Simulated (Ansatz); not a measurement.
Structures of equal composition on the (110) surface of bcc Nb: a layer of Os in place of the second plane; a layer of Os in place of the third plane. The slabs share one bottom face, and each structure is named by its start. These are constructed structures in small cells; real faces may alloy, dewet or reconstruct in larger ones, and not all known structures of the face are among them. Slabs of about 12 Å with all that they carry, Fermi-Dirac smearing of 0.1 eV. Bottom of the slabs: a bare face, its two planes held. Relaxed from the named starts with such symmetry as they have, on meshes of like density; energies extrapolated to zero smearing; no spin-orbit coupling, no U. Spin-polarised runs, if any, are marked in brackets, and their order is one that fits the cell; the others ran without spin.

Level of theory: PBE (plane waves to 420 eV, PAW; Ansatz, a quantum-chemistry and plane-wave program).

**Question.** Order them by energy per 1x1 cell (lowest first) at the level PBE.

**Answer.** a layer of Os in place of the third plane (0.000 eV), a layer of Os in place of the second plane (0.225 eV)
